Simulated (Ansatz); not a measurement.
**What uniaxial strain ε_zz = −2.40 % does to ScAl3**

Consider ScAl₃ in the Cu3Au type structure (space group Pm-3m, No. 221; a = 4.033 Å; relaxed with 0.1 eV smearing). Axes: x, y, z lie along the cube axes.

One thing is altered: the cell is compressed by 2.40 % along z with no lateral relaxation; the atoms relax in the strained cell.

Method: LDA (Ansatz, a quantum-chemistry and plane-wave program, PAW, scalar-relativistic without spin-orbit coupling). Settings: 14×14×14 k-points, 0.1 eV Fermi–Dirac smearing.

```json
[
 {"quantity": "volume per atom", "base": "16.40 Å³", "changed": "16.00 Å³", "shift": "-0.393 Å³"},
 {"quantity": "space group", "base": "Pm-3m (No. 221)", "changed": "P4/mmm (No. 123)", "shift": "–"},
 {"quantity": "shortest interatomic distance", "base": "2.852 Å", "changed": "2.818 Å", "shift": "-0.034 Å"},
 {"quantity": "energy relative to the base (free energy F)", "base": "0 meV/atom", "changed": "+6.1 meV/atom", "shift": "+6.1 meV/atom"},
 {"quantity": "band gap", "base": "zero", "changed": "zero", "shift": "–"},
 {"quantity": "stress (xx, yy, zz, yz, xz, xy; compression positive)", "base": "–", "changed": "(1.2, 1.2, 5.1, 0.0, 0.0, 0.0) GPa", "shift": "–"}
]
```

Final structure:

```
ScAl3
1.0
    4.03268     0.00000     0.00000
    0.00000     4.03268     0.00000
    0.00000     0.00000     3.93590
Sc Al
1 3
Direct
  0.00000   0.00000   0.00000
  0.00000   0.50000   0.50000
  0.50000   0.00000   0.50000
  0.50000   0.50000   0.00000
```

Cost of the whole job for the changed cell (relaxation, final SCF and bands): around 30 core-seconds (rough).

Whether these cells are dynamically stable was not tested. The final runs are not spin-polarised.
